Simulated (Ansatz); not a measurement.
Response to strain in InP

The parent structure is InP in the zinc blende structure (space group F-43m, No. 216; a = 5.907 Å).

Strains are applied to the cell and any free atomic positions relax.

Level of theory: plane-wave PAW DFT at the r2SCAN level (Ansatz, a first-principles code, 500 eV), spin-orbit coupling left out.

Notes on the quantities. energy relative to the base: free energy F; hole mass: degenerate bands, along [100].

```json
[
 {"case": "base", "energy relative to the base": "0 meV/atom", "volume per atom": "25.76 Å³", "hole mass": "0.073, 0.44, 0.44 mₑ (at Γ)", "width of the top valence band": "2.90 eV", "electron mass": "0.074 mₑ (at Γ)"},
 {"case": "isotropic strain −3.00 %", "energy relative to the base": "+50 meV/atom", "volume per atom": "23.51 Å³", "hole mass": "0.10, 0.39, 0.39 mₑ (at Γ)", "width of the top valence band": "3.33 eV", "electron mass": "0.10 mₑ (at Γ)"},
 {"case": "isotropic strain −2.50 %", "energy relative to the base": "+34 meV/atom", "volume per atom": "23.88 Å³", "hole mass": "0.098, 0.40, 0.40 mₑ (at Γ)", "width of the top valence band": "3.25 eV", "electron mass": "0.099 mₑ (at Γ)"},
 {"case": "isotropic strain −2.00 %", "energy relative to the base": "+21 meV/atom", "volume per atom": "24.25 Å³", "hole mass": "0.093, 0.41, 0.41 mₑ (at Γ)", "width of the top valence band": "3.18 eV", "electron mass": "0.094 mₑ (at Γ)"},
 {"case": "isotropic strain −1.50 %", "energy relative to the base": "+12 meV/atom", "volume per atom": "24.62 Å³", "hole mass": "0.088, 0.41, 0.41 mₑ (at Γ)", "width of the top valence band": "3.10 eV", "electron mass": "0.089 mₑ (at Γ)"},
 {"case": "isotropic strain −1.00 %", "energy relative to the base": "+5.1 meV/atom", "volume per atom": "25.00 Å³", "hole mass": "0.083, 0.42, 0.42 mₑ (at Γ)", "width of the top valence band": "3.03 eV", "electron mass": "0.084 mₑ (at Γ)"},
 {"case": "isotropic strain −0.50 %", "energy relative to the base": "+1.3 meV/atom", "volume per atom": "25.38 Å³", "hole mass": "0.078, 0.43, 0.43 mₑ (at Γ)", "width of the top valence band": "2.96 eV", "electron mass": "0.079 mₑ (at Γ)"}
]
```

The levels and masses belong to the bands next to the band gap. Effective masses come from finite differences of ±0.01 Å⁻¹. Stability against distortions was not tested.
